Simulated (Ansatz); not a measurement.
Take MgI2 in the CdI2 type structure (space group P-3m1, No. 164; a = 4.060 Å, c = 6.580 Å; layered, stacked along the Cartesian z axis) as the base. Axes: x lies along a and z along c of the hexagonal cell.

Computed with DFT with PBEsol-D3(BJ), PAW potentials and a 420 eV plane-wave cutoff in Ansatz (a first-principles code), no SOC.

Before the change:

```
Quantity    Value
--------  -------
Band gap  3.34 eV
```

Perturbation: the cell is stretched by 1.00 % along z with no lateral relaxation; the atoms relax in the strained cell.

### Question
What does the calculation give for the band gap and energy relative to the base after the change?

### Answer
The band gap increases by 0.056 eV to 3.39 eV; the energy goes up by 0.3 meV/atom.

Spin-orbit coupling, missing from the scalar runs, can matter with I. Semilocal Kohn–Sham gaps tend to fall short of experiment. Stability against distortions was not tested.
